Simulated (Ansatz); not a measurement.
Ansatz (an electronic-structure program) run on Ge₃Pd (P1, 4 atoms in the cell): self-consistent single point.

Computed with PBEsol, PAW files made with PBE (plane waves; Ansatz).

```xyz
4
Lattice="4.1420 0.0000 0.0000 0.0000 4.1420 0.0000 0.0000 0.0000 4.1420" Properties=species:S:1:pos:R:3 pbc="T T T"
Ge     0.0053     2.0709     2.0738
Ge     2.0747    -0.0004     2.0794
Ge     2.0889     2.0697     0.0025
Pd    -0.0269     0.0017    -0.0136
```

Reference input (self-consistent single point, DFT, PBEsol, plane waves, PAW files made with PBE): basis.ecutwfc = 30.9 Ry; kpoints.mp_grid.grid = 5 5 5; hamiltonian.xc = pbesol; hamiltonian.pseudopotentials = {kind: paw} (the program's default PAW files); scf.occupations.method = gaussian; scf.occupations.width = 0.02 Ry. This run's input differs from it in these lines:

Ansatz 0.2 input:
```diff
@@ -14,3 +14,3 @@
   mp_grid:
-    grid: [5, 5, 5]
+    grid: [7, 7, 7]
 hamiltonian:
```

Output (repeated stretches shortened):

```
SCF iter   1: F=—  HF=-19673.321958 eV  |F-HF|=—  |Δ(HF+E_count)|=         —  Δρ=2.26e-1  dr2=6.65e1  ethr=3.10e-3  ⟨swp⟩=4.9  Hψ=20303  notcnv=0
all-band conjugate gradients solve this SCF's bands
preconditioner: auto → Kerker (q_TF=auto, 2.652 Å⁻¹)
SCF iter   2: F=—  HF=-19668.903516 eV  |F-HF|=—  |Δ(HF+E_count)|=    4.42e0  Δρ=1.05e-1  dr2=1.62e1  ethr=3.10e-3  ⟨swp⟩=2.0  Hψ=13546  notcnv=0  defer=29
   [... lines left out ...]
SCF iter   7: F=—  HF=-19667.057876 eV  |F-HF|=—  |Δ(HF+E_count)|=   2.01e-4  Δρ=1.86e-4  dr2=1.77e-5  ethr=1.45e-6  ⟨swp⟩=2.0  Hψ=7961  notcnv=0  defer=105
SCF iter   8: F=—  HF=-19667.057856 eV  |F-HF|=—  |Δ(HF+E_count)|=   1.97e-5  Δρ=5.00e-5  dr2=4.14e-6  ethr=2.96e-8  ⟨swp⟩=2.8  Hψ=10599  notcnv=0  defer=105
SCF iter   9: F=—  HF=-19667.057855 eV  |F-HF|=—  |Δ(HF+E_count)|=   7.35e-7  Δρ=9.94e-6  dr2=1.16e-7  ethr=6.91e-9  ⟨swp⟩=2.0  Hψ=7937  notcnv=0  defer=105
SCF iter  10: F=-19667.057855 eV  HF=-19667.057855 eV  |F-HF|=6.19e-9  |Δ(HF+E_count)|=   2.01e-8  Δρ=2.57e-6  dr2=7.04e-9  ethr=1.67e-10  ⟨swp⟩=7.3  Hψ=21588  notcnv=0
SCF 1 converged in 10 iterations: F = -19667.057855 eV  dr2 = 7.04e-9
Free energy (F): -19667.057855 eV
Internal energy: -19666.984612 eV  (E = F + TS)
E sigma→0 (E₀):  -19667.021234 eV
Entropy (-TS):   -0.073243 eV (-18.311 meV/atom)
Fermi energy:    12.838790 eV
--- Forces (eV/Å), atoms counted from 1 ---
  atom   1  Ge     0.04783943     0.00055821    -0.00579763
  atom   2  Ge    -0.01016373    -0.00304932    -0.00821851
  atom   3  Ge    -0.01566900     0.00109511     0.02495337
  atom   4  Pd    -0.02200666     0.00139599    -0.01093719
--- Stress (GPa, compression-positive) ---
       -4.543018      -0.001903       0.006910
       -0.001903      -4.544103       0.000061
        0.006910       0.000061      -4.548511
  P = ⅓ Tr σ = -4.5452 GPa (-45.452 kbar)
  The stress holds the Pulay correction. Without it, at fixed plane waves, as pw.x and ABINIT print it: P = -4.5774 GPa
```

The run converged in 10 iterations. Against the reference run the free energy rises by 6.6 meV/atom, the pressure hardly changes (-4.61 to -4.55 GPa) and the largest force stays at 0.048 eV/Å.

The starting cell comes from a database of computed structures (which also holds hypothetical and non-ambient phases and stackings), without a prior relaxation at this level. Its atoms were displaced at random from the sites of space group no. 221. Spin polarisation is off. With a pressure of about -5 GPa the cell is away from its equilibrium volume at this level. Ansatz's pressure includes its estimate of the finite-basis (Pulay) stress.
